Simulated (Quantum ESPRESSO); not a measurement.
Band structure of AlV2C (P6_3/mmc, 8 atoms in the cell).

```xyz
8
Lattice="2.8916 0.0000 0.0000 -1.4458 2.5042 0.0000 0.0000 0.0000 13.1232" Properties=species:S:1:pos:R:3 pbc="T T T"
Al     0.0000     1.6695     3.2808
Al     1.4458     0.8347     9.8424
V      0.0000     1.6695     7.6952
V      1.4458     0.8347     5.4280
V      1.4458     0.8347     1.1336
V      0.0000     1.6695    11.9896
C      0.0000     0.0000     0.0000
C      0.0000     0.0000     6.5616
```

Method: PBE, SSSP 1.1.2 efficiency (PBE) pseudopotentials (plane waves; Quantum ESPRESSO 7.5).

Settings: ecutwfc = 50 Ry; ecutrho = 400 Ry; occupations = smearing; smearing = gaussian; degauss = 0.0147 Ry; K_POINTS = automatic 7 7 2 0 0 0; nbnd = 39; conv_thr = 1e-10 Ry; mixing_beta = 0.7.

The starting cell comes from a database of computed structures (which also holds hypothetical and non-ambient phases and stackings), without a prior relaxation at this level. Its lattice was rescaled by a random factor within 2.5 % of one. Spin polarisation is off.

Levels in eV from the Fermi level, bands 31 to 38:
| point | 31 | 32 | 33 | 34 | 35 | 36 | 37 | 38 |
|---|---|---|---|---|---|---|---|---|
| Γ | -0.24 | -0.24 | -0.23 | -0.23 | 0.59 | 0.59 | 0.63 | 0.63 |
| M | -1.53 | -1.51 | 0.71 | 1.02 | 1.10 | 1.18 | 1.76 | 1.80 |
| K | -1.68 | -1.68 | -1.24 | -0.30 | 1.10 | 1.10 | 1.31 | 1.31 |
| A | -0.24 | -0.24 | -0.24 | -0.24 | 0.61 | 0.61 | 0.61 | 0.61 |
| L | -1.52 | -1.52 | 0.93 | 0.93 | 1.10 | 1.10 | 1.81 | 1.81 |
| H | -1.60 | -1.60 | -0.75 | -0.75 | 1.03 | 1.03 | 1.40 | 1.40 |

Bands cross the Fermi level along this path, so the cell is metallic at this level.
